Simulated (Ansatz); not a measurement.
SnS (F-43m, No. 216, 2 atoms in the cell; start mp-10013; a measured phase of this formula has another space group), treated with G0W0@HSE06 (Ansatz, a quantum-chemistry and plane-wave program, plane waves, hard PAW, contour deformation).

The cell is the one relaxed with PBEsol. Conventional cell: a = 6.3634 Å, b = 6.3634 Å, c = 6.3634 Å, α = 90.00°, β = 90.00°, γ = 90.00°.

The quasiparticle gap at Γ at a fixed k mesh 4×4×4:

| response cutoff | value (eV) |
|---|---|
| 150 eV, 494 empty bands | 5.333 |
| 200 eV, 760 empty bands | 5.364 |
| 250 eV, 1062 empty bands | 5.380 |
| 300 eV, 1396 empty bands | 5.390 |

### Question
Taking the value to converge with the response cutoff E as E^(−3/2), extrapolate from the last two rows.

### Answer
With y = y∞ + c/w and weights w = 3953 and 5196 for the last two rows, y∞ = (w2 y2 − w1 y1)/(w2 − w1) = (5196 × 5.390 − 3953 × 5.380)/1243 = 5.422 eV, which lies 0.032 beyond the last row. Successive pairs of rows give 5.421, 5.420, 5.422. The limit also hangs on the law assumed, so its last digits aren't firm.

The other settings are not extrapolated, so this is the limit in one setting alone.

At the last cutoff the smallest gap on this mesh is 0.42 eV, with an edge away from Γ.

Spin–orbit coupling is not included.

Note: filled d or f shells below the valence bands can shift G0W0 gaps through exchange with them, which wasn't tested here. Note: GW on a hybrid start was not checked against another program.

A start named mp-… is a Materials Project structure, which need not be a measured phase.
